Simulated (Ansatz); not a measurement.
An Ansatz (an electronic-structure program) run: K with a change (K → Sr); Ansatz r2SCAN, no SOC.

Input:

Ansatz 0.2 input:
```yaml
crystal:
  lattice:
    - [-2.4074328602, 2.4074328602, 2.4074328602]
    - [2.4074328602, -2.4074328602, 2.4074328602]
    - [2.4074328602, 2.4074328602, -2.4074328602]
  atoms:
    - { symbol: Sr, position: [0, 0, 0] }
basis: { ecutwfc: 500, ecutrho_ratio: 4, xc_grid: 4, fft_grid_basis: typed }
kpoints: { mp_grid: { grid: [14, 14, 14] } }
hamiltonian:
  xc: r2scan
  dispersion: none
  pseudopotentials: { kind: paw }
scf: { occupations: { method: fermi_dirac, width: 0.05 }, convergence: { dr2_threshold: 0.0000000001 } }
output: { forces: true, stress: true }
checkpoint: { write: state.ck, write_every: 1000 }
```

Output (explanatory and most iteration lines left out):

```
Pseudopotential: Sr, paw, valence charge 10
Crystal: 1 atoms, lattice volume = 55.811 Å³
Basis set: ecut = 500 eV, 1433 PW (Γ), exchange–correlation on 128×128×128 points (64 copies of the dense FFT grid, shifted against one another)
Bands: 9, of which v1, the nominal top of the filled ones, is band 5 counted from 1 (4 counted from 0)
Symmetry: 48 space group operations
Space group: Im-3m (ITA 229), of the structure as read, at distance tolerance 3.8e-5 Å
k-points: 104 of 2744
Functional: x = r2scan, c = r2scan; τ floored in thin density (d = 2e-4 eV/Å³)
SCF iter   1: F=—  HF=-3555.083307 eV  |F-HF|=—  |Δ(HF+E_count)|=         —  Δρ=2.23e-3  dr2=3.10e-3  dr2_τ=2.05e-3  ethr=1.77e-3  ⟨swp⟩=6.9  Hψ=8742  notcnv=0
SCF iter   2: F=—  HF=-3555.108204 eV  |F-HF|=—  |Δ(HF+E_count)|=   2.49e-2  Δρ=1.75e-3  dr2=1.71e-3  dr2_τ=7.47e-5  ethr=3.10e-5  ⟨swp⟩=2.0  Hψ=2702  notcnv=0
SCF 1 converged in 9 iterations: F = -3555.108903 eV  dr2 = 5.58e-12
SCF converged after 9 iterations
Free energy (F): -3555.108903 eV
Internal energy: -3555.096834 eV  (E = F + TS)
E sigma→0 (E₀):  -3555.102869 eV
Entropy (-TS):   -0.012069 eV (-12.069 meV/atom)
Fermi energy:    5.009081 eV
--- Forces (eV/Å), atoms counted from 1 ---
  atom   1  Sr    -0.00000000    -0.00000000     0.00000000
--- Stress (GPa, compression-positive) ---
        0.003806      -0.000000      -0.000000
       -0.000000       0.003806       0.000000
        0.000000       0.000000       0.003806
  P = ⅓ Tr σ = 0.0038 GPa (0.038 kbar)
```

Stability against distortions was not tested. The cell was made from K by this change: K → Sr; the result is a model cell. This is not the structure that Sr has at room temperature and ambient pressure.
